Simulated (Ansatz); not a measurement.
The parent structure is InP in the zinc blende structure (space group F-43m, No. 216; a = 5.827 Å). Axes: x, y, z lie along the cube axes.

The values are results of Ansatz (a quantum-chemistry and plane-wave program), LDA, PAW, cutoff 420 eV, without spin-orbit coupling, not measurements.

Strains are applied to the cell and any free atomic positions relax; under biaxial strain the out-of-plane vector relaxes too.

One change was made to it. Results:

The pressure (mean of the normal stresses, compression positive) goes from zero to -1.71 GPa; the band gap falls by 0.33 eV, from 0.58 eV to 0.25 eV; the shortest interatomic distance rises by 0.0225 Å (2.523 Å → 2.546 Å).

Which of these changes matches the shifts?
A) biaxial strain +2.50 %, plane normal [001], relaxed out of plane
B) biaxial strain +1.50 %, plane normal [001], relaxed out of plane
C) biaxial strain +3.00 %, plane normal [001], relaxed out of plane
D) biaxial strain −1.50 %, plane normal [001], relaxed out of plane

C, biaxial strain +3.00 %, plane normal [001], relaxed out of plane. For comparison, the band gap in the other runs: biaxial strain +2.50 %, plane normal [001], relaxed out of plane gives 0.30 eV; biaxial strain +1.50 %, plane normal [001], relaxed out of plane gives 0.41 eV; biaxial strain −1.50 %, plane normal [001], relaxed out of plane gives 0.59 eV.

Stability against distortions was not tested. The zero or small gap of InP under biaxial strain +3.00 %, plane normal [001], relaxed out of plane and InP under biaxial strain +2.50 %, plane normal [001], relaxed out of plane can change with the level of theory.
